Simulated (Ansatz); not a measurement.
MgTe under a change: biaxial strain −4.20 %, plane normal [110], relaxed out of plane

Take MgTe in the zinc blende structure (space group F-43m, No. 216; a = 6.438 Å) as the base. Axes: x, y, z lie along the cube axes.

Perturbation: compressive biaxial strain of 4.20 % in the plane normal to [110], as in epitaxy on a mismatched substrate; the out-of-plane cell vector and the atoms relax.

Level of theory: Ansatz (a first-principles code), PBEsol, PAW, cutoff 420 eV, without spin-orbit coupling, earlier PAW set. Settings: 9×9×9 k-points, 0.05 eV Fermi–Dirac smearing.

```tsv
quantity	base	changed	shift
volume per atom	33.36 Å³	32.02 Å³	-1.34 Å³
space group	F-43m (No. 216)	Imm2 (No. 44)	–
shortest interatomic distance	2.788 Å	2.743 Å	-0.0444 Å
energy relative to the base (free energy F)	0 meV/atom	+19 meV/atom	+19 meV/atom
pressure (mean of the normal stresses, compression positive)	0.00 GPa	1.41 GPa	+1.403 GPa
band gap	2.35 eV	2.08 eV	-0.27 eV
gap character	direct at Γ	indirect, Γ → X	–
smallest direct gap	2.35 eV	2.16 eV	-0.19 eV
valence-band top at Γ (three highest levels, from the VBM)	0.00, 0.00, 0.00 eV	0.00, -0.22, -0.54 eV	–
out-of-plane strain	–	+4.58 %	–
ratio −ε⊥/ε∥	–	1.09	–
mean in-plane stress (compression positive)	–	+2.1 GPa	–
```

Final structure (turned so that z lies along the plane normal):

```yaml
crystal:
  lattice:
    - [4.36142, 0.00000, 0.00000]
    - [0.00000, 6.16798, 0.00000]
    - [2.18071, 3.08399, 2.38052]
  atoms:
    - { symbol: Mg, position: [0.00000, 0.00994, 0.00000] }
    - { symbol: Te, position: [0.50000, 0.74006, 0.00000] }
```

Cost of the whole job for the changed cell (relaxation, final SCF and bands): very roughly 2.2 core-minutes.

Spin-orbit coupling, missing from the scalar runs, can matter with Te. Stability against distortions was not tested. k-point labels follow each cell's own Brillouin zone.
